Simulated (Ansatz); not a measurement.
Ga2O3 with two functionals, pressure 2.1 GPa

Consider Ga₂O₃ (space group C2/m, No. 12; a = 12.455 Å, b = 3.083 Å, c = 5.878 Å, α = 90.00°, β = 103.70°, γ = 90.00°).

(Cell as relaxed with PBE.)

Levels (all Ansatz, a quantum-chemistry and plane-wave program, PAW): PBE (420 eV, spin-orbit coupling left out); r2SCAN (500 eV, no spin-orbit coupling).

Each level relaxes its own structure.

| base | PBE | r2SCAN |
|---|---|---|
| volume per atom | 10.97 Å³ | 10.50 Å³ |
| band gap | 2.01 eV | 3.02 eV |

It is then changed as follows: a hydrostatic pressure of 2.1 GPa.

```tsv
quantity	PBE	r2SCAN
volume per atom	10.82 Å³	10.39 Å³
band gap	2.11 eV	3.11 eV
smallest direct gap	2.13 eV	3.15 eV
shift of the gap caused by the change	+0.10 eV	+0.09 eV
```

PBE's volume per atom lies 0.436 Å³ above r2SCAN's (4.2 %); PBE's band gap lies 1.007 eV below r2SCAN's; PBE's smallest direct gap lies 1.013 eV below r2SCAN's. Neither level is exact; r2SCAN is the comparison here, not a measurement.

Load acts through the strain it causes; cell and atoms are relaxed under it. Whether these cells are dynamically stable was not tested.
